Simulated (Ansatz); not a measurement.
# CaO under load (space group R-3m): band-edge transport data

```xyz
2
Lattice="0.0624 2.3869 2.3869 2.3869 0.0624 2.3869 2.3869 2.3869 0.0624" Properties=species:S:1:pos:R:3 pbc="T T T"
Ca     0.0000     0.0000     0.0000
O      2.4181     2.4181     2.4181
```

Method: r2SCAN, rigid bands (plane waves, PAW, scalar-relativistic; Ansatz, a first-principles code). Condition of this run: biaxial stress in (111) of 6.6 GPa (compression positive) (the target of the relaxation). Geometry: cell and atoms relaxed with PBEsol, then loaded as said.

```yaml
band_gap: 4.12 eV
electron conductivity mass (300 K, dilute): 0.55 mₑ
hole conductivity mass (300 K, dilute): 1.35 mₑ
effective density of states N_c (300 K): 3.7e19 cm⁻³
effective density of states N_v (300 K): 9.2e19 cm⁻³
density_of_states_mass_electrons: 1.29 mₑ
density_of_states_mass_holes: 2.4 mₑ
Seebeck coefficient, n-type 1e19 cm⁻³, 300 K: -331 μV/K
best n-type power factor at 300 K for τ = 10 fs (best axis; densities from 1e16 to 1e21 cm⁻³ tried, whether or not they can be reached): 11.2 μW/(cm·K²) at 1e20 cm⁻³
Seebeck coefficient, p-type 1e19 cm⁻³, 300 K: 407 μV/K
```

Rigid bands; masses and Seebeck coefficients take one relaxation time τ for all states and one kind of carrier; polarons and phonon drag are left out. Spin-orbit coupling is left out; where it splits the top of the valence band, N_v and the p-type Seebeck coefficient come out somewhat high without it. Geometry: cell and atoms relaxed with PBEsol.
